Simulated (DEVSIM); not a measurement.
Structure: W/HfO2/p-Ge capacitor, at 300 K.

```
layer (left to right)  material  thickness (nm)  Na (cm⁻³)
---------------------  --------  --------------  ---------
1                          HfO2            3.40          -
2                            Ge            2100     8.1e16
```

Metal gate on the left, work function 4.6 eV. Fixed charge at the semiconductor interface -4.4e11 cm⁻² (in units of +e); no interface traps.

The device is made up for the run: typed textbook-type constants, with dimensions and the other settings drawn at random. Values at 300 K.

```tsv
parameter	HfO2	Ge
gap (eV)	5.7	0.664
affinity (eV)	2.5	4
permittivity	22	16
Nc (cm⁻³)	-	1.04e19
Nv (cm⁻³)	-	6e18
```

Model (solved in DEVSIM): 1D Poisson equation in equilibrium, Boltzmann statistics, complete ionisation; no quantum confinement or tunnelling. Metal contacts follow the ideal Schottky-Mott rule: no Fermi-level pinning, no interface dipoles.

Q: Tabulate band edges, carrier densities and field at 0.35 V on the gate.

A: Energies count from the Fermi level of the right contact; mesh points crowd at the junctions.

```
x (μm)     Ec (eV)  Ev (eV)  n (cm⁻³)  p (cm⁻³)  field (V/cm)
---------  -------  -------  --------  --------  ------------
0.000        1.750   -3.950     < 1e2     < 1e2         85000
0.0009309    1.758   -3.942     < 1e2     < 1e2         85000
0.001978     1.767   -3.933     < 1e2     < 1e2         85000
0.003002     1.776   -3.924     < 1e2     < 1e2         85000
0.004375     0.286   -0.378    1.7e14    2.6e12         67000
0.006444     0.299   -0.365    9.8e13    4.4e12         65000
0.01080      0.326   -0.338    3.4e13    1.3e13         61000
0.02434      0.400   -0.264    2.0e12    2.2e14         48000
0.04575      0.483   -0.181    8.1e10    5.4e15         29000
0.09083      0.546   -0.118     7.1e9    6.1e16          4100
0.1827       0.553   -0.111     5.4e9    8.1e16            19
0.4524       0.553   -0.111     5.4e9    8.1e16           ≈ 0
0.9188       0.553   -0.111     5.4e9    8.1e16           ≈ 0
1.493        0.553   -0.111     5.4e9    8.1e16           ≈ 0
1.859        0.553   -0.111     5.4e9    8.1e16           ≈ 0
1.984        0.553   -0.111     5.4e9    8.1e16           ≈ 0
2.046        0.553   -0.111     5.4e9    8.1e16           ≈ 0
2.075        0.553   -0.111     5.4e9    8.1e16           ≈ 0
2.093        0.553   -0.111     5.4e9    8.1e16           ≈ 0
2.099        0.553   -0.111     5.4e9    8.1e16           ≈ 0
2.102        0.553   -0.111     5.4e9    8.1e16           ≈ 0
2.103        0.553   -0.111     5.4e9    8.1e16           ≈ 0
```
